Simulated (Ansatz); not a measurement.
**KCl in the zinc blende structure (space group F-43m, No. 216; a hypothetical phase, not in the database extracts checked)**

```cif
data_Cl4K4
_chemical_formula_sum 'Cl4 K4'
_space_group_name_H-M_alt 'F-43m'
_space_group_IT_number 216
_space_group_name_Hall 'F -4 2 3'
_cell_length_a 7.06887
_cell_length_b 7.06887
_cell_length_c 7.06887
_cell_angle_alpha 90.000
_cell_angle_beta 90.000
_cell_angle_gamma 90.000
loop_
_atom_site_label
_atom_site_type_symbol
_atom_site_symmetry_multiplicity
_atom_site_Wyckoff_symbol
_atom_site_fract_x
_atom_site_fract_y
_atom_site_fract_z
_atom_site_occupancy
Cl1 Cl 4 c 0.25000 0.25000 0.25000 1
K1 K 4 a 0.00000 0.00000 0.00000 1
```
(The calculation used a cell of 2 atoms; values per cell refer to that cell.)

Calculations: PBE (Ansatz, a program for electronic structure, PAW, spin-orbit coupling left out). Settings: 8×8×8 k-points, 0.05 eV Fermi–Dirac smearing.

```json
{
  "volume_per_atom": "44.15 Å³",
  "density": "1.40 g/cm³",
  "band_gap": "4.73 eV, indirect, X → Γ",
  "electron_mass": "0.55 mₑ",
  "Lowest conduction-band minima above the VBM": "Γ 4.73 eV",
  "total_energy": "-1310.518 eV/atom (σ→0; compares only within this code and set-up)"
}
```

Effective masses come from finite differences of ±0.01 Å⁻¹. No phonon test of stability was made.
